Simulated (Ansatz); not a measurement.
# BAs (model structure, started from the CdTe type, P6₄22, No. 181, 6 atoms in the cell): properties by level of theory

| level (code) | lattice constant a (Å) | lattice parameter c (Å) | cohesive energy (eV/atom) | band gap (eV) |
|---|---|---|---|---|
| LDA (Ansatz) | 3.405 | 7.351 | 5.19 | 0.32 |
| PBE (Ansatz) | 3.459 | 7.482 | 4.19 | 0.48 |
| PBEsol (Ansatz) | 3.429 | 7.403 | 4.67 | 0.31 |
| r²SCAN (Ansatz) | 3.447 | 7.460 | 4.14 | 0.67 |
| r²SCAN+rVV10 (Ansatz) | 3.440 | 7.445 | 4.32 | 0.64 |

Computed values are for a static lattice. Spin–orbit coupling is included only where a level's name says +SOC; with heavier elements it mostly lowers gaps and can invert bands.  Each level is taken at its own relaxed cell. Cutoffs differ between the levels. Ansatz's density-functional and Hartree–Fock values are scalar-relativistic unless marked +SOC, with PAW data made under PBE.

Ansatz's density-functional and Hartree–Fock values are scalar-relativistic unless marked +SOC, with PAW data made under PBE.

A model structure was made by putting elements into a prototype or built by hand; it is no filed structure, need not be a known phase, and can be a saddle point held by its symmetry.

Ansatz is an electronic-structure program.
